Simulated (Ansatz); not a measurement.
We consider RuSb (model structure, started from the CoSn type, P6/mmm, No. 191, 6 atoms in the cell), described by LDA (plane waves, PAW; Ansatz, an electronic-structure program).

From the output:

```
Relaxation: its limit of steps is 80 (relax.max_steps)
Crystal: 6 atoms, lattice volume = 114.564 Å³
Basis set: ecut = 520 eV, 3075 PW (Γ), exchange–correlation on 90×90×64 points (8 copies of the dense FFT grid, shifted against one another)
Bands: 56, of which v1, the nominal top of the filled ones, is band 47 counted from 1 (46 counted from 0)
Symmetry: 24 space group operations
Space group: P6/mmm (ITA 191), of the structure as read, at distance tolerance 4.9e-5 Å
k-points: 133 of 1728
Functional: x = slater, c = lda
SCF iter   1: F=—  HF=-36281.976926 eV  |F-HF|=—  |Δ(HF+E_count)|=         —  Δρ=1.11e-2  dr2=5.18e-2
SCF iter   2: F=—  HF=-36281.962633 eV  |F-HF|=—  |Δ(HF+E_count)|=   1.43e-2  Δρ=5.28e-3  dr2=1.32e-2
  ...
SCF 1 converged in 7 iterations: F = -36281.958081 eV  dr2 = 5.44e-8
Crystal: 6 atoms, lattice volume = 114.564 Å³
Initial density: handed on by an earlier stage of this run
SCF 2 converged in 6 iterations: F = -36281.958165 eV  dr2 = 6.82e-10
Crystal: 6 atoms, lattice volume = 114.564 Å³
SCF 3 converged in 6 iterations: F = -36281.958198 eV  dr2 = 8.38e-11
Crystal: 6 atoms, lattice volume = 114.564 Å³
SCF iter   7: F=-36281.958198 eV  HF=-36281.958198 eV  |F-HF|=7.28e-12  |Δ(HF+E_count)|=  7.28e-12  Δρ=8.19e-9  dr2=6.80e-14
SCF iter   8: F=-36281.958198 eV  HF=-36281.958198 eV  |F-HF|=0.00e0  |Δ(HF+E_count)|=    0.00e0  Δρ=3.19e-9  dr2=9.74e-15
SCF 4 converged in 8 iterations: F = -36281.958198 eV  dr2 = 9.74e-15
SCF converged after 8 iterations
Free energy (F): -36281.958198 eV
Internal energy: -36281.916065 eV  (E = F + TS)
E sigma→0 (E₀):  -36281.937131 eV
Fermi energy:    16.218992 eV
--- Forces (eV/Å), atoms counted from 1 ---
  atom   1  Ru    -0.00000000    -0.00000000    -0.00000000
  atom   2  Ru     0.00000000     0.00000000    -0.00000000
  atom   3  Ru     0.00000000     0.00000000     0.00000000
  atom   4  Sb    -0.00000000     0.00000000     0.00000000
  atom   5  Sb    -0.00000000    -0.00000000     0.00000000
  atom   6  Sb     0.00000000     0.00000000    -0.00000000
--- Stress (GPa, compression-positive) ---
       -3.302024      -0.000000      -0.000000
        0.000000      -3.302024      -0.000000
       -0.000000      -0.000000      -3.301960
  P = ⅓ Tr σ = -3.3020 GPa (-33.020 kbar)
```

Task: Write an input file that could have produced this run (the log leaves some choices open).

Result: Several could match; the one computed here: 
Ansatz 0.2 input:
```yaml
crystal:
  lattice:
    - [5.6416328869, 0.0000002912, 0.0]
    - [-2.8208166957, 4.8857972533, 0.0]
    - [0.0, 0.0, 4.1563247934]
  atoms:
    - { symbol: Ru, position: [0.5, 0.0, 0.0] }
    - { symbol: Ru, position: [0.5, 0.5, 0.0] }
    - { symbol: Ru, position: [0.0, 0.5, 0.0] }
    - { symbol: Sb, position: [0.0, 0.0, 0.0] }
    - { symbol: Sb, position: [0.3333333333, 0.6666666667, 0.5] }
    - { symbol: Sb, position: [0.6666666667, 0.3333333333, 0.5] }
basis:
  ecutwfc: 520
  ecutrho_ratio: 4
  xc_grid: 2
kpoints:
  mp_grid: { grid: [12, 12, 12] }
hamiltonian:
  xc: lda
  dispersion: none
  pseudopotentials: { kind: paw }
scf:
  occupations: { method: fermi_dirac, width: 0.05 }
output:
  forces: true
  stress: true
  eigenvalues: true
relax:
  f_tol: 0.004
  escape_saddle: false
  max_steps: 80
  cell: { stress_tol: 0.02, fix: [volume] }
```

The cell is one volume of an energy–volume scan, off the minimum.

The PAW data were made under PBE.

Note: the run has no spin polarisation, so it can have missed a magnetic state. Note: the relaxation could raise the start's symmetry but not lower it, so the cell can be a saddle point.

A model structure was made by putting elements into a prototype or built by hand; it is no filed structure, need not be a known phase, and can be a saddle point held by its symmetry.
